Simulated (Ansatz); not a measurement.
Base system: Mg2Sn (space group Fm-3m, No. 225; a = 6.747 Å; relaxed with 0.1 eV smearing). Axes: x, y, z lie along the cube axes.

All numbers come from Ansatz (a first-principles code), PBEsol, PAW, cutoff 420 eV, no SOC.

For the base:

| Item | Result |
|---|---|
| Shortest interatomic distance | 2.922 Å |

It is then changed as follows: the cell is compressed by 0.50 % along z with no lateral relaxation, atoms relaxed at fixed cell.

### Question
What does the calculation give for the stress, energy relative to the base and shortest interatomic distance after the change?

### Answer
The stress (xx, yy, zz, yz, xz, xy; compression positive) comes out as (0.1, 0.1, 0.4, 0.0, 0.0, 0.0) GPa; the energy is nearly the same; the shortest interatomic distance drops by 0.005 Å (2.922 Å → 2.917 Å).

The cells carry an imposed strain or load. No phonon test of stability was made.
